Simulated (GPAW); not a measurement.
GPAW run on Al2Cu (I4/mcm, 6 atoms in the cell): self-consistent single point.

Computed with LDA (Perdew-Wang 92), GPAW PAW datasets LDA (gpaw-data 1.0.1) (plane waves; GPAW).

```yaml
crystal:
  lattice:
    - [-2.93382, 2.93382, 2.34081]
    - [2.93382, -2.93382, 2.34081]
    - [2.93382, 2.93382, -2.34081]
  atoms:
    - { symbol: Al, position: [0.84139, 0.65861, 0.50000] }
    - { symbol: Al, position: [0.15861, 0.34139, 0.50000] }
    - { symbol: Al, position: [0.65861, 0.15861, 0.81722] }
    - { symbol: Al, position: [0.34139, 0.84139, 0.18278] }
    - { symbol: Cu, position: [0.25000, 0.25000, 0.00000] }
    - { symbol: Cu, position: [0.75000, 0.75000, 0.00000] }
```

Reference input (self-consistent single point, DFT PBE, plane waves, GPAW PAW datasets PBE (gpaw-data 1.0.1)): mode = pw; ecut = 800 eV; xc = PBE; kpts = 7 7 7; mesh shift (steps) = 0 0 0; occupations.name = methfessel-paxton; occupations.width = 0.2 eV; occupations.order = 0; nbands = -10; symmetry.symmorphic = false; symmetry.tolerance = 0.0005; maxiter = 100. This run's input differs from it in these lines:

```diff
@@ -17,3 +17,3 @@
 calc = GPAW(mode=PW(800),
-            xc='PBE',
+            xc='LDA',
             kpts=(7, 7, 7),
```

Its files differ too (potentials: GPAW PAW datasets LDA (gpaw-data 1.0.1)).

The program printed (abridged):

```
     iter     time        total  log10-change:
                         energy   eigst   dens
iter:   1 --:--:--   -32.847121
iter:   2 --:--:--   -29.424421   -1.32  -0.97
iter:   3 --:--:--   -27.457304   -0.71  -1.07
iter:   4 --:--:--   -27.425483   -1.19  -1.25
iter:   5 --:--:--   -27.493333   -1.69  -1.42
   [... 4 lines left out ...]
iter:  10 --:--:--   -27.155606   -3.41  -2.53
iter:  11 --:--:--   -27.174045   -2.52  -2.72
iter:  12 --:--:--   -27.155328   -2.74  -2.39
iter:  13 --:--:--   -27.155441   -4.19  -3.43
iter:  14 --:--:--   -27.155454c  -4.60  -3.41
iter:  15 --:--:--   -27.155390c  -5.01  -3.49
iter:  16 --:--:--   -27.155384c  -5.87  -3.59
iter:  17 --:--:--   -27.155383c  -7.08  -3.61
iter:  18 --:--:--   -27.155385c  -6.05  -3.63
iter:  19 --:--:--   -27.155358c  -6.00  -3.79
iter:  20 --:--:--   -27.155366c  -6.28  -3.81
iter:  21 --:--:--   -27.155372c  -6.69  -3.95
iter:  22 --:--:--   -27.155362c  -6.59  -4.23c
iter:  23 --:--:--   -27.155363c  -8.73c -5.15c
Converged after 23 iterations.

Dipole moment: (-0.000000, -0.000000, 0.000000) |e|*Ang

Energy contributions relative to reference atoms: (reference = -116215.879324)

Kinetic:         +3.641692
Potential:       +2.098210
External:        +0.000000
XC:             -33.011303
Entropy (-ST):   -0.029132
Local:           +0.130605
SIC:             +0.000000
--------------------------
Free energy:    -27.169929
Extrapolated:   -27.155363

Showing only first 2 kpts
 Kpt  Band  Eigenvalues  Occupancy
  0    15      7.01668    2.00000
  0    16      7.01668    2.00000
  0    17      7.44646    2.00000
  0    18      8.34557    1.44624

  1    15      6.77472    2.00000
  1    16      7.23404    2.00000
  1    17      7.75546    2.00000
  1    18      8.90006    0.00087

Fermi level: 8.42931

No gap
   [... lines left out ...]
  0 Al   -0.02719    0.02719    0.00000
  1 Al    0.02719   -0.02719    0.00000
  2 Al   -0.02719   -0.02719   -0.00000
  3 Al    0.02719    0.02719   -0.00000
  4 Cu    0.00000    0.00000    0.00000
  5 Cu   -0.00000    0.00000   -0.00000

Stress tensor:
    -0.032114     0.000000     0.000000
     0.000000    -0.032114     0.000000
     0.000000     0.000000    -0.050087
Stress (GPa, Voigt): [-5.1452 -5.1452 -8.0248  0.      0.      0.    ]
```

The run converged in 23 iterations. GPAW prints stress with tension positive. Against the reference run the pressure goes from 13.94 to 6.11 GPa and the largest force goes from 0.157 to 0.038 eV/Å.

The starting cell comes from a database of computed structures (which also holds hypothetical and non-ambient phases and stackings), without a prior relaxation at this level. Its lattice was rescaled by a random factor within 2.5 % of one. Spin polarisation is off. With a pressure of about 6 GPa the cell is away from its equilibrium volume at this level.

Cost on one core of a shared machine: roughly 50 s.
